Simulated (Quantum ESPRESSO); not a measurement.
## Quick settings and what they miss: NbZn₃ (Pm-3m, 4 atoms in the cell)

Self-consistent single point.

```yaml
crystal:
  lattice:
    - [3.93579, 0.00000, 0.00000]
    - [0.00000, 3.93579, 0.00000]
    - [0.00000, 0.00000, 3.93579]
  atoms:
    - { symbol: Nb, position: [0.00000, 0.00000, 0.00000] }
    - { symbol: Zn, position: [0.50000, 0.00000, 0.50000] }
    - { symbol: Zn, position: [0.00000, 0.50000, 0.50000] }
    - { symbol: Zn, position: [0.50000, 0.50000, 0.00000] }
```

Computed with LDA (PZ), PSlibrary ultrasoft (LDA) pseudopotentials (plane waves; Quantum ESPRESSO).

Base settings: ecutwfc = 55 Ry; ecutrho = 330 Ry; occupations = smearing; smearing = gaussian; degauss = 0.019992 Ry; potentials = {Nb: Nb.pz-spn-rrkjus_psl.1.0.0.UPF, Zn: Zn.pz-dn-rrkjus_psl.1.0.0.UPF}; K_POINTS = automatic 11 11 11 0 0 0; conv_thr = 1e-11 Ry; mixing_beta = 0.5.

Tight run (finer mesh or higher cutoff; not a proven limit): ecutwfc: 55 Ry → 77 Ry; ecutrho: 330 Ry → 462 Ry; conv_thr: 1e-11 Ry → 7.3e-11 Ry; K_POINTS: automatic 11 11 11 0 0 0 → automatic 15 15 15 0 0 0. It gave Fermi level (on the code's own zero) 12.90 eV; pressure -9.72 GPa.

Quick runs, as changes from the base:
- A: the base itself
- B: pseudopotentials: {Nb: Nb.pz-spn-rrkjus_psl.1.0.0.UPF, Zn: Zn.pz-dn-rrkjus_psl.1.0.0.UPF} → {Nb: Nb.pbe-spn-rrkjus_psl.1.0.0.UPF, Zn: Zn.pbe-dn-rrkjus_psl.1.0.0.UPF}; K_POINTS: automatic 11 11 11 0 0 0 → automatic 4 4 4 0 0 0; input_dft: default → pbesol [PBEsol]
- C: ecutwfc: 55 Ry → 38 Ry; ecutrho: 330 Ry → 228 Ry; K_POINTS: automatic 11 11 11 0 0 0 → automatic 8 8 8 0 0 0
- D: ecutwfc: 55 Ry → 28 Ry; ecutrho: 330 Ry → 168 Ry; smearing: gaussian → marzari-vanderbilt; degauss: 0.019992 Ry → 0.0099958 Ry; K_POINTS: automatic 11 11 11 0 0 0 → automatic 2 2 2 0 0 0
- E: ecutwfc: 55 Ry → 44 Ry; ecutrho: 330 Ry → 264 Ry; pseudopotentials: {Nb: Nb.pz-spn-rrkjus_psl.1.0.0.UPF, Zn: Zn.pz-dn-rrkjus_psl.1.0.0.UPF} → {Nb: Nb.pbe-spn-rrkjus_psl.1.0.0.UPF, Zn: Zn.pbe-dn-rrkjus_psl.1.0.0.UPF}; K_POINTS: automatic 11 11 11 0 0 0 → automatic 2 2 2 0 0 0; input_dft: default → pbesol [PBEsol]
- F: ecutwfc: 55 Ry → 33 Ry; ecutrho: 330 Ry → 198 Ry; smearing: gaussian → methfessel-paxton; degauss: 0.019992 Ry → 0.0099958 Ry; K_POINTS: automatic 11 11 11 0 0 0 → automatic 6 6 6 0 0 0

Energies are extrapolated to zero smearing width, which holds to low order in the width alone (under cold and Methfessel-Paxton smearing the free energy itself is taken).

Dashes: energy of B, E, another energy zero.

† marks runs with another functional, U, potentials or spin treatment: their distance from the tight run is not a convergence error alone.

The count of work is k-points × plane waves × bands × iterations; it is no time. 

The starting cell comes from a database of computed structures (which also holds hypothetical and non-ambient phases and stackings), without a prior relaxation at this level. Its lattice was rescaled by a random factor within 2.5 % of one. Spin polarisation is off. In the base run, with a pressure of about -11 GPa the cell is away from its equilibrium volume at this level.

```tsv
run	energy less tight (meV/atom)	pressure less tight (GPa)	count of work / tight
A	25.0	-1.53	0.29
B†	–	2.28	0.056
C	83.4	-2.38	0.10
D	1957.2	-129.63	0.0082
E†	–	3.08	0.014
F	327.0	-26.72	0.048
```

Among the runs at the tight run's level, the energy misses run from 25.0 to 1957.2 meV/atom.
